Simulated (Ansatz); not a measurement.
Take Rh in the fcc (Cu type) structure (space group Fm-3m, No. 225) as the base.

```
CELL_PARAMETERS angstrom
      0.00000     1.90000     1.90000
      1.90000     0.00000     1.90000
      1.90000     1.90000     0.00000
ATOMIC_POSITIONS crystal
  Rh 0.00000 0.00000 0.00000
```

Cartesian axes are those of the cell as printed.

Computed with r2SCAN (Ansatz, an electronic-structure program), no spin-orbit coupling.

Base values:

| Quantity | Value |
|---|---|
| Volume per atom | 13.72 Å³ |

Now apply this change: uniaxial stress, 8 GPa compression along z, with the cell and atoms free to relax against it.

Q: What happens to the volume per atom?

A: The volume per atom falls by 0.12 Å³, from 13.72 Å³ to 13.60 Å³.

Q: What happens to the energy relative to the base?

A: The energy grows by 8.3 meV/atom.

Without a gap, meshes like the base's 21×21×21 leave anisotropic stresses uncertain by several tenths of a GPa, and small strain energies with them. Load acts through the strain it causes; cell and atoms are relaxed under it. Stability under load was not tested beyond the relaxation. The final runs are not spin-polarised.
